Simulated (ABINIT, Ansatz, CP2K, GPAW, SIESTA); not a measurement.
# NaLiZnS2 (P3m1, 5 atoms in the cell) computed with different codes at matched settings

Band-structure calculation.

```
CELL_PARAMETERS angstrom
      3.98206     0.00000     0.00000
     -1.99103     3.44856     0.00000
      0.00000     0.00000     6.82385
ATOMIC_POSITIONS crystal
  Na 0.00000 0.00000 0.02616
  Li 0.33333 0.66667 0.35665
  Zn 0.66667 0.33333 0.61163
  S  0.33333 0.66667 0.73381
  S  0.66667 0.33333 0.27174
```

Shared settings, as Ansatz (a quantum-chemistry and plane-wave program) writes them: kpoints.mp_grid.grid = 10 10 5; scf.occupations.method = fixed. Potentials and cutoffs stand in the table.

```csv
code,model,gap along the path (eV),smallest direct gap (eV),cutoff
Ansatz,"PBEsol, PAW files made with PBE",1.69,1.69,30.9 Ry
CP2K,"PBEsol, GPW, DZVP-MOLOPT-PBE-GTH basis, GTH-PBE potentials (POTENTIAL_UZH)",1.64,1.64,grid 1000 Ry
SIESTA,"GGA PBEsol, numerical atomic orbitals DZP, PseudoDojo PBEsol standard norm-conserving potentials (rewritten from UPF to PSML)",1.85,1.85,grid 300 Ry
ABINIT,"PBEsol, PAW (JTH v2.0 PBE PAW, files made for PBE)",1.68,1.68,816 eV
GPAW,"PBEsol, GPAW PAW datasets PBEsol (made by gpaw-setup)",1.69,1.69,850 eV
```

The spread over the programs that give each value: gap along the path within 0.21 eV; smallest direct gap within 0.21 eV.

CP2K and SIESTA use small atom-centred bases, whose incompleteness enters pressures, forces and empty levels differently from a plane-wave cutoff.

In the gap along the path, SIESTA stands apart from the plane-wave programs.

The starting cell comes from a database of computed structures (which also holds hypothetical and non-ambient phases and stackings), without a prior relaxation at this level.

Left out of this page: Quantum ESPRESSO (not drawn, or without a comparable value).

Keys are those of Ansatz 0.2.
